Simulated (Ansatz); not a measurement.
Consider the following.

```
AgLuO2
1.0
    1.69568     0.97900     6.16313
   -1.69568     0.97900     6.16313
    0.00000    -1.95800     6.16313
Lu Ag O
1 1 2
Direct
  0.50000   0.50000   0.50000
  0.00000   0.00000   0.00000
  0.88950   0.88950   0.88950
  0.11050   0.11050   0.11050
```

Calculation: PBEsol, rigid bands (plane waves, PAW, scalar-relativistic; Ansatz, an electronic-structure program). Cell: cell and atoms relaxed with PBEsol.

**Question.** What conductivity effective mass do dilute electrons have at 300 K?

**Answer.** 0.78 (x), 0.78 (y), 0.33 (z) mₑ.

**Question.** And the band gap?

**Answer.** 2.15 eV at this level; semilocal functionals usually fall short of the measured gap.

Rigid bands, one relaxation time for all states, no polarons. Spin-orbit coupling is left out; where it splits the top of the valence band it changes the hole mass and lowers the gap by about a third of the splitting.

Computed structure, not matched to a measured one here, so possibly hypothetical: LuAgO2 (R-3m).
